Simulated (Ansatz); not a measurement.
Consider WC (space group P-6m2, No. 187; a = 2.9225 Å, c = 2.8462 Å; relaxed with 0.1 eV smearing).

Calculations: PBE (Ansatz, a first-principles code; PAW; 420 eV plane waves; without spin-orbit coupling).

For the base:

The pressure is 0.0 GPa and the band gap is zero.

Now apply this change: the cell is scaled by 1.0547 in all directions, atoms relaxed at fixed cell.

### Question
What does the calculation give for the energy relative to the base after the change?

### Answer
The energy increases by 0.287 eV/atom.

### Question
Predict the new pressure.

### Answer
The pressure (mean of the normal stresses, compression positive) goes from zero to -43.6 GPa.

### Question
What does the calculation give for the band gap after the change?

### Answer
The band gap is still zero.

The cells carry an imposed strain or load. Whether these cells are dynamically stable was not tested. The final runs are not spin-polarised.
